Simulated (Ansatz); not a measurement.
# MoP (model structure, started from the WC type, P-6m2, No. 187, 2 atoms in the cell): properties by level of theory

| level (code) | equilibrium lattice constant a (Å) | lattice parameter c (Å) |
|---|---|---|
| PBE (Ansatz) | 3.241 | 3.196 |
| PBEsol (Ansatz) | 3.206 | 3.174 |
| PBE-D3(BJ) (Ansatz) | 3.199 | 3.175 |

Ansatz's density-functional and Hartree–Fock values are scalar-relativistic unless marked +SOC, with PAW data made under PBE.

A model structure was made by putting elements into a prototype or built by hand; it is no filed structure, need not be a known phase, and can be a saddle point held by its symmetry.

Ansatz is an electronic-structure program.
